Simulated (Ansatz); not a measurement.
The parent structure is AlBN$_{2}$ in the chalcopyrite structure (space group I-42d, No. 122; a = 4.105 Å, c = 7.686 Å; a hypothetical phase, not in the database extracts checked).

(Cell as relaxed with PBE.)

Levels (all Ansatz, an electronic-structure program, PAW): PBE (420 eV, no spin-orbit coupling); PBEsol (420 eV, no spin-orbit coupling).

Each level relaxes its own structure.

```csv
quantity,PBE,PBEsol
volume per atom,8.09 Å³,7.96 Å³
lattice parameter a,410.5 pm,408.8 pm
lattice parameter c,768.6 pm,761.8 pm
band gap,2.89 eV,2.69 eV
gap character,direct at Γ,direct at Γ
electron mass,"0.44 mₑ along c, 0.36 mₑ across","0.42 mₑ along c, 0.35 mₑ across"
hole mass,"0.38 mₑ along c, 0.90 mₑ across","0.39 mₑ along c, 0.88 mₑ across"
```

PBE's volume per atom lies 0.139 Å³ above PBEsol's (1.7 %); PBE's lattice parameter a lies 1.7 pm above PBEsol's (0.4 %); PBE's lattice parameter c lies 6.8 pm above PBEsol's (0.9 %); PBE's band gap lies 0.20 eV above PBEsol's; the two agree on the gap character. Neither level is exact; PBEsol is the comparison here, not a measurement.

Masses are band curvatures over ±0.01 Å⁻¹ around the edge. No phonon test of stability was made.
